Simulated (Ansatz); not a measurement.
**Hypothetical P6_422 SiC: carrier doping**

Take SiC (space group P6_422, No. 181; a = 3.0657 Å, c = 7.0310 Å; a hypothetical phase, not in the database extracts checked) as the base.

Carriers are added at fixed cell with a uniform background; the Fermi–Dirac width is that of 300 K.

Computed with PBEsol (Ansatz, an electronic-structure program; PAW; 420 eV plane waves; no spin-orbit coupling).

Candidates:
(a) electrons 2.0×10^22 cm⁻³
(b) holes 2.0×10^22 cm⁻³
(c) electrons 1.0×10^22 cm⁻³
(d) holes 7.0×10^21 cm⁻³

Before the change:

| Item | Result |
|---|---|
| Gap between the host's bands | 0.77 eV |

**Question.** Order them by gap between the host's bands, lowest first.

**Answer.** (a) electrons 2.0×10^22 cm⁻³ (0.72 eV), (c) electrons 1.0×10^22 cm⁻³ (0.75 eV), (d) holes 7.0×10^21 cm⁻³ (0.89 eV), (b) holes 2.0×10^22 cm⁻³ (1.09 eV)

Carriers are added with a uniform compensating background; total energy and stress of such cells depend on the potential's zero and are not compared; many-body gap narrowing is missing at this level. Whether these cells are dynamically stable was not tested. The base started in P3_121 and relaxed to P6_422 at this level.
